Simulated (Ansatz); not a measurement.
Base system: SnS in the rock salt structure (space group Fm-3m, No. 225; a = 5.744 Å; a model cell). Axes: x, y, z lie along the cube axes.

All numbers come from PBEsol, PAW, 420 eV (Ansatz, a program for electronic structure; no spin-orbit coupling).

A first run, uniaxial strain ε_yy = +0.90 %, gives secant values C11 ≈ 140 GPa and C12 ≈ 15 GPa from its stress. A second run applies biaxial strain −1.29 %, plane normal [001], relaxed out of plane.

**Question.** What does linear elasticity predict for −ε⊥/ε∥ in the second run, and what does the run give?

**Answer.** Linear elasticity: 2 C12/C11 = 0.21. The run gives 0.20; any difference comes from nonlinear terms at these strains and numerical noise.

No phonon test of stability was made. The base started in P3_121 and relaxed to Fm-3m at this level.
